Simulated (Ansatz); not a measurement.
Ti5Te4 (I4/m, No. 87) was calculated with PBEsol in Ansatz (PAW).

Settings: plane-wave cutoff 500 eV, 12×12×12 k mesh, Fermi–Dirac smearing 0.05 eV, no spin polarisation, scalar-relativistic PAW data made under PBE.

Computed at the level's own relaxed cell.

Question: Estimate the equilibrium volume per atom, lattice parameter a and lattice parameter c that the calculation returns.

Answer: 
equilibrium volume per atom: 20.66 Å³/atom
lattice parameter a: 10.081 Å
lattice parameter c: 3.659 Å

The run finds no gap.

Spin–orbit coupling is not included.

Computed values are for the static lattice.

Ansatz is a program for electronic structure.
